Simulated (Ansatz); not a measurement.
## CdS: element substitutions

The parent structure is CdS in the zinc blende structure (space group F-43m, No. 216).

```cif
data_CdS
_chemical_formula_sum 'S1 Cd1'
_space_group_name_H-M_alt 'P 1'
_space_group_IT_number 1
_cell_length_a 4.11844
_cell_length_b 4.11844
_cell_length_c 4.11844
_cell_angle_alpha 60.000
_cell_angle_beta 60.000
_cell_angle_gamma 60.000
loop_
_space_group_symop_operation_xyz
  'x, y, z'
loop_
_atom_site_label
_atom_site_type_symbol
_atom_site_fract_x
_atom_site_fract_y
_atom_site_fract_z
_atom_site_occupancy
S1 S 0.75000 0.75000 0.75000 1
Cd1 Cd 0.00000 0.00000 0.00000 1
```

Each row replaces one element on all its sites; cell and atoms are relaxed.

The values are results of Ansatz (a program for electronic structure) PBEsol, no spin-orbit coupling, not measurements.

```csv
variant,lattice parameter a,band gap
base,5.824 Å,1.01 eV
S → Si,5.906 Å,zero
Cd → Zn,5.357 Å,2.09 eV
S → Se,6.082 Å,0.48 eV
```

Stability against distortions was not tested. As relaxed here, CdSi is a hypothetical phase, not in the database extracts checked. All final runs are without spin polarisation.
